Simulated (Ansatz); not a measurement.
## Rutile HfO2 (model structure)

These are r²SCAN (PAW; Ansatz, a quantum-chemistry and plane-wave program) values and carry that method's errors.

Run with plane-wave cutoff 500 eV, 6×6×10 k mesh (along the axes of the cell as run), gaussian smearing 0.02 eV, scalar-relativistic PAW data made under PBE.

Cell (relaxed at this level):

```
CELL_PARAMETERS angstrom
      4.83822     0.00000     0.00000
      0.00000     4.83822     0.00000
      0.00000     0.00000     3.22030
ATOMIC_POSITIONS crystal
  Hf 0.00000 0.00000 0.00000
  Hf 0.50000 0.50000 0.50000
  O  0.30508 0.30508 0.00000
  O  0.69492 0.69492 0.00000
  O  0.80508 0.19492 0.50000
  O  0.19492 0.80508 0.50000
```

| Property | Result |
|---|---|
| band gap | 4.53 eV (on the SCF k mesh) |

Note: the relaxation could raise the start's symmetry but not lower it, so the cell can be a saddle point.

Spin–orbit coupling is not included.

Static lattice: no zero-point or thermal effects.

Cost on a shared machine: roughly 2.5 core-minutes.

A model structure was made by putting elements into a prototype or built by hand; it is no filed structure, need not be a known phase, and can be a saddle point held by its symmetry.
